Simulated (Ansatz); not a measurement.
# A computed series for ZrO2: pressure series

The parent structure is ZrO₂ (space group P4_2/nmc, No. 137; a = 3.621 Å, c = 5.283 Å).

Cell and atoms are relaxed at each pressure.

Levels (all Ansatz, an electronic-structure program, PAW): PBE (420 eV, no spin-orbit coupling); r2SCAN (500 eV, no SOC).

The base cell above is that of PBE; each level relaxes its own structures.

```json
[
 {"case": "pressure −2 GPa", "volume per atom, PBE": "11.70 Å³", "volume per atom, r2SCAN": "?"},
 {"case": "pressure −1 GPa", "volume per atom, PBE": "11.62 Å³", "volume per atom, r2SCAN": "?"},
 {"case": "pressure 0.9 GPa", "volume per atom, PBE": "11.48 Å³", "volume per atom, r2SCAN": "11.25 Å³"},
 {"case": "pressure 2.1 GPa", "volume per atom, PBE": "11.40 Å³", "volume per atom, r2SCAN": "11.17 Å³"},
 {"case": "pressure 4.5 GPa", "volume per atom, PBE": "11.24 Å³", "volume per atom, r2SCAN": "?"},
 {"case": "pressure 9 GPa", "volume per atom, PBE": "10.99 Å³", "volume per atom, r2SCAN": "10.82 Å³"},
 {"case": "pressure 15 GPa", "volume per atom, PBE": "10.70 Å³", "volume per atom, r2SCAN": "10.55 Å³"},
 {"case": "pressure 22.5 GPa", "volume per atom, PBE": "10.39 Å³", "volume per atom, r2SCAN": "10.27 Å³"},
 {"case": "pressure 30 GPa", "volume per atom, PBE": "10.12 Å³", "volume per atom, r2SCAN": "?"}
]
```

Q: What belongs in the blanks?

A: 
- pressure −2 GPa, volume per atom, r2SCAN: 11.43 Å³
- pressure −1 GPa, volume per atom, r2SCAN: 11.36 Å³
- pressure 4.5 GPa, volume per atom, r2SCAN: 11.04 Å³
- pressure 30 GPa, volume per atom, r2SCAN: 10.03 Å³

PBE lies above r2SCAN in every row, by 0.09 Å³ to 0.27 Å³. They put the cases in the same order.

Load acts through the strain it causes; cell and atoms are relaxed under it. Stability against distortions was not tested. No other phases were tried under pressure. This is not the structure that ZrO2 has at room temperature and ambient pressure.
